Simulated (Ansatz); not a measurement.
ZrRh3 in the Cu3Au type structure (space group Pm-3m, No. 221)

ZrRh3 is modelled in the cubic space group Pm-3m (No. 221), the Cu3Au type structure, Pearson symbol cP4. Conventional cell: a = 3.905 Å, b = 3.905 Å, c = 3.905 Å, α = 90.00°, β = 90.00°, γ = 90.00°. Zr on 1a is coordinated by 12 Rh at 2.761 Å and 6 Zr at 3.905 Å. Rh on 3c is coordinated by 8 Rh at 2.761 Å and 4 Zr at 2.761 Å (cuboctahedral). (Neighbours: up to the widest gap in distance over summed covalent radii, below 1.35, at either atom.)

Computed with Kohn–Sham DFT with the PBEsol functional, run in Ansatz (a quantum-chemistry and plane-wave program) with PAW and 420 eV plane waves, no spin-orbit coupling. Γ-centred 12×12×12 mesh, Fermi–Dirac width 0.05 eV.

```yaml
volume_per_atom: 14.88 Å³
density: 11.15 g/cm³
band_gap: zero
total_energy: -5786.915 eV/atom (σ→0; compares only within this code and set-up)
```

Whether these cells are dynamically stable was not tested. All final runs are without spin polarisation.
